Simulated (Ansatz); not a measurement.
The structure below was relaxed with plane-wave PAW DFT at the PBEsol level (Ansatz, an electronic-structure program, 420 eV), no spin-orbit coupling, earlier PAW set, at pressure −2 GPa.

Space group Fm-3m (No. 225); a = b = c = 6.453 Å, α = β = γ = 90.00°

| atom | site | symmetry | x | y | z |
|---|---|---|---|---|---|
| Ge | 4a | m-3m | 0.0000 | 0.0000 | 0.0000 |
| Mg | 8c | -43m | 0.2500 | 0.2500 | 0.2500 |

### Question
Write out a cell with all atoms.

### Answer
```xyz
12
Lattice="6.4528 0.0000 0.0000 0.0000 6.4528 0.0000 0.0000 0.0000 6.4528" Properties=species:S:1:pos:R:3 pbc="T T T"
Ge     0.0000     0.0000     0.0000
Mg     1.6132     4.8396     4.8396
Mg     1.6132     1.6132     4.8396
Ge     0.0000     3.2264     3.2264
Mg     1.6132     1.6132     1.6132
Mg     1.6132     4.8396     1.6132
Ge     3.2264     0.0000     3.2264
Mg     4.8396     4.8396     1.6132
Mg     4.8396     1.6132     1.6132
Ge     3.2264     3.2264     0.0000
Mg     4.8396     1.6132     4.8396
Mg     4.8396     4.8396     4.8396
```
This is the conventional cell.

Load acts through the strain it causes; cell and atoms are relaxed under it. Whether these cells are dynamically stable was not tested. The cell was made from Mg₂Ge in the anti-fluorite structure (space group Fm-3m, No. 225) by this change: pressure −2 GPa.
